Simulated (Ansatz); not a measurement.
Start from MgS in the rock salt structure (space group Fm-3m, No. 225).

```xyz
2
Lattice="0.0000 2.6148 2.6148 2.6148 0.0000 2.6148 2.6148 2.6148 0.0000" Properties=species:S:1:pos:R:3 pbc="T T T"
Mg     0.0000     0.0000     0.0000
S      2.6148     2.6148     2.6148
```

Computed with DFT with PBE, PAW potentials and a 420 eV plane-wave cutoff in Ansatz (a quantum-chemistry and plane-wave program), scalar-relativistic without spin-orbit coupling.

Strains are applied to the cell and any free atomic positions relax.

One change was made to it. Results:

The valley order (the lowest conduction-band minima on the path, energy above the VBM, named in the base's zone) changes from X along ⟨100⟩ 2.76 eV; Γ 3.60 eV to X along ⟨100⟩ 2.92 eV; Γ 4.22 eV; the electron mass changes from 0.52 mₑ along k, 0.29 mₑ across (at X) to 0.54 mₑ along k, 0.29 mₑ across (at X); the width of the top valence band grows by 0.22 eV, from 2.31 eV to 2.53 eV; the smallest direct gap increases by 0.62 eV to 4.22 eV.

### Question
Name the change that was made.
(A) isotropic strain +0.50 %
(B) isotropic strain +2.50 %
(C) isotropic strain +1.00 %
(D) isotropic strain −3.00 %
(E) isotropic strain −2.50 %

### Answer
E, isotropic strain −2.50 %. For comparison, the valley order in the other runs: isotropic strain +0.50 % gives X along ⟨100⟩ 2.73 eV; Γ 3.49 eV; isotropic strain +1.00 % gives X along ⟨100⟩ 2.69 eV; Γ 3.38 eV; isotropic strain −3.00 % gives X along ⟨100⟩ 2.95 eV; Γ 4.35 eV; isotropic strain +2.50 % gives X along ⟨100⟩ 2.59 eV; Γ 3.06 eV.

Masses are band curvatures over ±0.01 Å⁻¹ around the edge. Along k means along the line from Γ to the band edge. No phonon test of stability was made.
